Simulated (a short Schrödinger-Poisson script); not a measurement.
System: gated Al0.3Ga0.7N/GaN polarisation-induced gas, at 20 K.

```
layer     material  thickness (nm)  Na (cm⁻³)
-----  -----------  --------------  ---------
1      Al0.3Ga0.7N              15          -
2              GaN            6000       5e15
```

Constants are typed, rounded textbook-type inputs, not results; the design itself was drawn at random and stands for no fabricated device. Al0.3Ga0.7N: permittivity 9.32, conduction-band edge (eV) 0.414, gap (eV) 4.021, electron mass (mₑ) 0.236, Nv at 300 K (cm⁻³) 4.6e19. GaN: permittivity 9.5, conduction-band edge (eV) 0, gap (eV) 3.43, Nv at 300 K (cm⁻³) 4.6e19.

Channel valleys (confinement mass, in-plane density-of-states mass, number): Γ 0.2, 0.2, 1. At the gate the conduction-band edge of layer 1 lies 1.23 eV − eVg above the Fermi level of the channel; the field vanishes at the back. Sheet of polarisation charge: +1.5e13 e/cm² at 15 nm from the gate. The barrier under the gate holds no holes. Gaps are held at their typed values at every temperature. Mesh 0.08 nm at interfaces.

From a short Schrödinger-Poisson script (our own, NumPy): 1D Poisson equation in equilibrium, electrons quantum, Hartree plus LDA exchange-correlation (BenDaniel-Duke, 40 states a valley, the channel's in-plane mass for all, wave functions free to enter the barrier), parabolic valleys, classical holes, full ionisation, no traps, pinning or gate leakage.

Task: List the lowest subbands of each valley and their electrons at Vg = 0.5 V.

Result: 
```
valley  subband  energy from the Fermi level (meV)  electrons (cm⁻²)  share (%)
------  -------  ---------------------------------  ----------------  ---------
Γ             0                             -140.4           1.17e13       95.2
Γ             1                               -7.0           5.86e11        4.8
Γ             2                               43.3             < 1e6        0.0
```

All electrons: 1.23e13 cm⁻².
